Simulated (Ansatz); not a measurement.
Input and output of a self-consistent single point for LuNi₄Sn (R3m, 6 atoms in the cell) (Ansatz, a program for electronic structure).

Method: LDA (PW92), default PAW files made with PBE (plane waves; Ansatz).

```yaml
crystal:
  lattice:
    - [0.00000, 3.51295, 3.51295]
    - [3.51295, 0.00000, 3.51295]
    - [3.51295, 3.51295, 0.00000]
  atoms:
    - { symbol: Lu, position: [0.00411, 0.00411, 0.00411] }
    - { symbol: Ni, position: [0.62479, 0.62479, 0.62479] }
    - { symbol: Ni, position: [0.12563, 0.62479, 0.62479] }
    - { symbol: Ni, position: [0.62479, 0.62479, 0.12563] }
    - { symbol: Ni, position: [0.62479, 0.12563, 0.62479] }
    - { symbol: Sn, position: [0.25000, 0.25000, 0.25000] }
```

Reference input (self-consistent single point, DFT, LDA (PW92), plane waves, default PAW files made with PBE): basis.ecutwfc = 30.9 Ry; kpoints.mp_grid.grid = 5 5 5; hamiltonian.xc = lda; hamiltonian.pseudopotentials = {kind: paw} (the program's default PAW files); scf.occupations.method = gaussian; scf.occupations.width = 0.0073 Ry. This run's input differs from it in these lines:

Ansatz 0.2 input:
```diff
@@ -15,2 +15,3 @@
   ecutwfc: 30.9 Ry
+  ecutrho_ratio: 2
 kpoints:
```

The program printed (abridged):

```
SCF iter   1: F=—  HF=-43468.465993 eV  |F-HF|=—  |Δ(HF+E_count)|=         —  Δρ=2.47e-2  dr2=2.80e-1  ethr=1.77e-3  ⟨swp⟩=5.4  Hψ=5261  notcnv=0  defer=2
all-band conjugate gradients solve this SCF's bands
preconditioner: auto → Kerker (q_TF=auto, 2.843 Å⁻¹)
SCF iter   2: F=—  HF=-43468.426657 eV  |F-HF|=—  |Δ(HF+E_count)|=   3.93e-2  Δρ=6.50e-3  dr2=1.75e-2  ethr=2.52e-4  ⟨swp⟩=2.7  Hψ=2689  notcnv=0  defer=83
   [... lines left out ...]
SCF iter   6: F=—  HF=-43468.424349 eV  |F-HF|=—  |Δ(HF+E_count)|=   4.07e-5  Δρ=1.61e-4  dr2=1.74e-5  ethr=6.61e-8  ⟨swp⟩=2.1  Hψ=1967  notcnv=0  defer=83
SCF iter   7: F=—  HF=-43468.424345 eV  |F-HF|=—  |Δ(HF+E_count)|=   4.80e-6  Δρ=3.14e-5  dr2=9.93e-7  ethr=1.57e-8  ⟨swp⟩=2.0  Hψ=2165  notcnv=0  defer=83
SCF iter   8: F=—  HF=-43468.424345 eV  |F-HF|=—  |Δ(HF+E_count)|=   2.20e-8  Δρ=1.32e-5  dr2=1.42e-7  ethr=8.95e-10  ⟨swp⟩=2.1  Hψ=2271  notcnv=0  defer=83
SCF iter   9: F=-43468.424345 eV  HF=-43468.424345 eV  |F-HF|=1.74e-8  |Δ(HF+E_count)|=   5.38e-8  Δρ=5.69e-6  dr2=1.59e-8  ethr=9.01e-11  ⟨swp⟩=11.3  Hψ=7178  notcnv=0
SCF 1 converged in 9 iterations: F = -43468.424345 eV  dr2 = 1.59e-8
Free energy (F): -43468.424345 eV
Internal energy: -43468.383632 eV  (E = F + TS)
E sigma→0 (E₀):  -43468.403988 eV
Entropy (-TS):   -0.040713 eV (-6.785 meV/atom)
Fermi energy:    16.983908 eV
--- Forces (eV/Å), atoms counted from 1 ---
  atom   1  Lu    -0.16888303    -0.16888303    -0.16888303
  atom   2  Ni     0.01556301     0.01556301     0.01556301
  atom   3  Ni     0.04204607     0.00104795     0.00104795
  atom   4  Ni     0.00104795     0.00104795     0.04204607
  atom   5  Ni     0.00104795     0.04204607     0.00104795
  atom   6  Sn     0.10918730     0.10918730     0.10918730
--- Stress (GPa, compression-positive) ---
      -12.413880       0.185939       0.185939
        0.185939     -12.413880       0.185939
        0.185939       0.185939     -12.413880
  P = ⅓ Tr σ = -12.4139 GPa (-124.139 kbar)
  The stress holds the Pulay correction, which leaves out the density cutoff's part. Without it, at fixed plane waves, as pw.x and ABINIT print it …
settings of this run that can trade accuracy for cost: basis.ecutrho_ratio < 4. Do not mix this run's numbers with those of runs without the same settings …
```

The run converged in 9 iterations. Against the reference run the free energy falls by 4.6 meV/atom, the pressure goes from -12.79 to -12.41 GPa and the largest force moves little (0.291 to 0.293 eV/Å). The full log also holds: “WARN basis.ecutrho_ratio = 2 (ecutrho = 840.8318350010292 eV) is below the records' recommended cutoff”.

The starting cell comes from a database of computed structures (which also holds hypothetical and non-ambient phases and stackings), without a prior relaxation at this level. Its lattice was rescaled by up to half a per cent. One atom was moved a little off its site on purpose. Spin polarisation is off. Ansatz's pressure includes its estimate of the finite-basis (Pulay) stress. The cutoff lies below the one recommended for these files.
